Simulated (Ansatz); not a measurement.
Results of LDA in Ansatz (plane waves, PAW) for NbIr3 (P6₃/mmc, No. 194, 8 atoms in the cell; start mp-1186231).

Run with plane-wave cutoff 520 eV, 12×12×12 k mesh, Fermi–Dirac smearing 0.05 eV, no spin polarisation, scalar-relativistic PAW data made under PBE.

Cell (relaxed at this level):

```xyz
8
Lattice="5.4908 0.0000 0.0000 -2.7454 4.7551 0.0000 0.0000 0.0000 4.4102" Properties=species:S:1:pos:R:3 pbc="T T T"
Nb     0.0000     3.1701     3.3077
Nb     2.7454     1.5850     1.1026
Ir     0.0000     1.5602     1.1026
Ir     2.7454     3.1949     3.3077
Ir     4.1396     0.7801     3.3077
Ir    -1.3942     3.9750     1.1026
Ir     1.3942     3.9750     1.1026
Ir     1.3512     0.7801     3.3077
```

Task: Give the computed bulk modulus.

Result: 
* **bulk modulus**: 361 GPa

Note: the run has no spin polarisation, so it can have missed a magnetic state; the bulk modulus is −V dP/dV from two relaxed cells at ±2 % in volume; the relaxation could not lower the start's symmetry, so the cell can be a saddle point above a distorted one.

Spin–orbit coupling is not included.

Static lattice: no zero-point or thermal effects.

The result took very roughly 9 core-minutes.

A start named mp-… is a Materials Project structure, which need not be a measured phase.

Ansatz is a quantum-chemistry and plane-wave program.
